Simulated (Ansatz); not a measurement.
Base system: Al in the fcc (Cu type) structure (space group Fm-3m, No. 225; a = 3.994 Å; relaxed with 0.1 eV smearing). Axes: x, y, z lie along the cube axes.

Method: r2SCAN (Ansatz, a first-principles code; PAW; 500 eV plane waves; no spin-orbit coupling).

One thing is altered: the cell is compressed by 1.50 % along z with no lateral relaxation, atoms relaxed at fixed cell.

**Question.** Predict the stress tensor and what it implies for the stiffness.

**Answer.** Stress of the strained cell less that of the base (GPa, compression positive):
```
    1.1     0.0     0.0
    0.0     1.1     0.0
    0.0     0.0     2.1
```

Then −Δσ_ii/ε with ε = -0.0150 gives secant stiffness values (nonlinear terms included at this strain): C33 ≈ 142 GPa, C13 ≈ 75 GPa and C23 ≈ 75 GPa.

Stability against distortions was not tested.
